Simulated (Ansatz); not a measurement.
Start from a 9-atom supercell of Mg2Ge in the anti-fluorite structure (space group Fm-3m, No. 225; a = 6.421 Å) at its relaxed geometry.

Computed with plane-wave PAW DFT at the PBE level (Ansatz, a quantum-chemistry and plane-wave program, 420 eV), spin-orbit coupling left out.

Before the change:

- Pressure = 0.0 GPa

The change: one Li atom is added in an open site, starting 2.48 Å from the nearest host atom, atoms relaxed at fixed cell, starting from a slightly rattled geometry.

### Question
What happens to the final site of the added atom, largest displacement of a host atom from its site in the perfect cell and pressure?

### Answer
The final site of the added atom is 6 Ge at 3.18 Å (octahedral); the largest displacement of a host atom from its site in the perfect cell is 0.15 Å; the pressure goes from zero to 1.9 GPa.

Other magnetic orders, which the real material may have, were not ruled out. The cell is small, so the values are those of an ordered compound at a high defect concentration; dilute-limit values will differ. A case with no gap was solved on a k-mesh chosen for an insulator, which is coarse for it. Starting moments died away, wholly or in part, for Li interstitial (started 2.48 Å from the nearest host atom); another magnetic solution may exist. The defect cell is spin-polarised and ends with 0.0 μB.
